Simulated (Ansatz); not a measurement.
## SiC (P6_3mc): band-edge transport data

Input:

```yaml
crystal:
  lattice:
    - [3.07534, 0.00000, 0.00000]
    - [-1.53767, 2.66333, 0.00000]
    - [0.00000, 0.00000, 5.04819]
  atoms:
    - { symbol: Si, position: [0.33333, 0.66667, 0.49960] }
    - { symbol: Si, position: [0.66667, 0.33333, 0.99960] }
    - { symbol: C, position: [0.33333, 0.66667, 0.87540] }
    - { symbol: C, position: [0.66667, 0.33333, 0.37540] }
```

The numbers are results of r2SCAN with spin-orbit coupling, rigid bands (plane waves, PAW; Ansatz, a first-principles code), not measurements. Cell: cell and atoms relaxed with r2SCAN.

The band gap is 2.65 eV and the electron conductivity mass (300 K, dilute) is 0.43 (x), 0.43 (y), 0.26 (z) mₑ. The hole conductivity mass (300 K, dilute) is 1.15 (x), 1.15 (y), 1.43 (z) mₑ, the effective density of states N_c (300 K) is 1.1e19 cm⁻³ and the effective density of states N_v (300 K) is 6.1e19 cm⁻³. The density-of-states mass, electrons is 0.56 mₑ and the density-of-states mass, holes is 1.81 mₑ. The Seebeck coefficient, n-type 1e19 cm⁻³, 300 K comes out as -230 μV/K. The best n-type power factor at 300 K for τ = 10 fs (best axis; densities from 1e16 to 1e21 cm⁻³ tried, whether or not they can be reached) comes out as 7.0 μW/(cm·K²) at 3e19 cm⁻³ and the Seebeck coefficient, p-type 1e19 cm⁻³, 300 K comes out as 385 μV/K.

Rigid bands; masses and Seebeck coefficients take one relaxation time τ for all states and one kind of carrier; polarons and phonon drag are left out.
